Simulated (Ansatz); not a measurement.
Checking a run of Ansatz (an electronic-structure program) on TiSi₂ (I4/mcm, 6 atoms in the cell). The aim is a self-consistent single point with DFT, PBEsol, plane waves, default PAW files made with PBE.

Cell that was meant: a = 5.5733 Å, b = 5.5733 Å, c = 5.5733 Å, α = 104.16°, β = 104.16°, γ = 120.72°.

Part of the input:

Ansatz 0.2 input:
```yaml
  xc: pbesol
  pseudopotentials: { kind: paw }
scf:
  occupations: { method: fixed }
output:
  forces: true
  eigenvalues: true
```

Log, with long lists cut:

```
WARN basis.ecutwfc = 420 eV, the default
WARN ansatz: RAYON_NUM_THREADS=1 ignored (pool sized by the plan → 1); use --threads N
   [... lines left out ...]
PAW frozen core: Ti, regenerated for the run's functional, and the local potential with it
Initial density: superposition of atomic densities (neutral atoms: chi_scale 0, normalization atom), corrected by the library's trained network
Initial wavefunctions: pseudopotential atomic-orbital guess
Eigensolver: davidson
Functional: x = pbesol(κ = 0.804, μ = 0.12345679012345678), c = pbesol(β = 0.046)
SCF iter   1: F=—  HF=-7431.248161 eV  |F-HF|=—  |Δ(HF+E_count)|=         —  Δρ=1.14e-2  dr2=4.71e-1  ethr=1.77e-3  ⟨swp⟩=4.8  Hψ=1903  notcnv=0  defer=66
all-band conjugate gradients solve this SCF's bands
   [... lines left out ...]
WARN: the bands overlap at the fill by count (20 filled at each k-point of a channel) …
SCF 1 converged in 9 iterations: F = -7431.194073 eV  dr2 = 1.74e-8
Free energy (F): -7431.194073 eV
Internal energy: -7431.194073 eV  (E = F + TS)
E sigma→0 (E₀):  -7431.194073 eV
Fermi energy:    7.676355 eV
--- Forces (eV/Å), atoms counted from 1 ---
  atom   1  Si     0.40514825     0.40514825     0.00000000
  atom   2  Si     0.40514825    -0.40514825    -0.00000000
  atom   3  Si    -0.40514825     0.40514825     0.00000000
  atom   4  Si    -0.40514825    -0.40514825    -0.00000000
  atom   5  Ti     0.00000000     0.00000000    -0.00000000
  atom   6  Ti    -0.00000000     0.00000000     0.00000000
--- Stress (GPa, compression-positive) ---
      -20.681920       0.000000       0.000000
        0.000000     -20.681920       0.000000
        0.000000       0.000000     -15.542903
  P = ⅓ Tr σ = -18.9689 GPa (-189.689 kbar)
  The stress holds the Pulay correction. Without it, at fixed plane waves, as pw.x and ABINIT print it: P = -18.9844 GPa
```

**Question.** Is this run sound? If not, what is wrong?

**Answer.** The run is not sound. The fault is fixed (insulator-type) occupations in a metal. Fixed occupations assume a gap. Where bands overlap, the filling has to be decided k-point by k-point from a Fermi level. To fix it, use a smearing (or tetrahedra) with enough empty bands. The run converged in 9 iterations without an error; against the sound input the free energy goes up by 52.8 meV/atom, the pressure goes from -19.64 to -18.97 GPa and the largest force goes from 0.391 to 0.573 eV/Å. The full log also holds (shortened here): “WARN: iter 1: σ=0 fill of 20 bands saw a band overlap (occupied 7.6735 eV > unoccupied 6.2607 eV) — on an unconverged iterate often a transient of an (band_overlap_at_count)”.

The sound input it was made from differs as follows (other fixes are possible):
```diff
-  occupations: { method: fixed }
+  occupations: { method: cold, width: 0.272 }
```

With that input, the run converged in 7 iterations: free energy E − TS (on the zero of these files) -7431.5106 eV; Fermi level (on the code's own zero) 6.85 eV; pressure -19.64 GPa; largest force (vector length) 0.391 eV/Å (DFT, PBEsol, plane waves, default PAW files made with PBE).

On the sound input: the starting cell was generated: these elements placed on a structure prototype, without a prior relaxation; it need not be a known phase or ordering of this composition. Spin polarisation is off. With a pressure of about -20 GPa the cell is away from its equilibrium volume at this level. Ansatz's pressure includes its estimate of the finite-basis (Pulay) stress.
